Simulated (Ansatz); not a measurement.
```
BaCu2S2
1.0
   -1.91852     1.91852     6.20280
    1.91852    -1.91852     6.20280
    1.91852     1.91852    -6.20280
Ba Cu S
1 2 2
Cartesian
  0.00000   0.00000   0.00000
  0.00000   1.91852   3.10140
  1.91852   0.00000   3.10140
  0.00000   0.00000   7.92664
  0.00000   0.00000   4.47896
```

No spin polarisation.

A single point on BaCu2S2, its geometry relaxed with PBEsol.

Method: r2SCAN, PAW, 500 eV (Ansatz, a first-principles code; no SOC). Settings: 12×12×12 k-points, 0.05 eV Fermi–Dirac smearing.

Question: Predict the band gap and gap character.

Answer: 
```json
{
 "band_gap": "0.66 eV",
 "gap_character": "direct at Γ"
}
```

Single points use the geometry relaxed with PBEsol. Whether these cells are dynamically stable was not tested. The final runs are not spin-polarised. The cell is BaCu2S2 (space group I4/mmm, No. 139; a cell from a computed database, its experimental status unchecked).
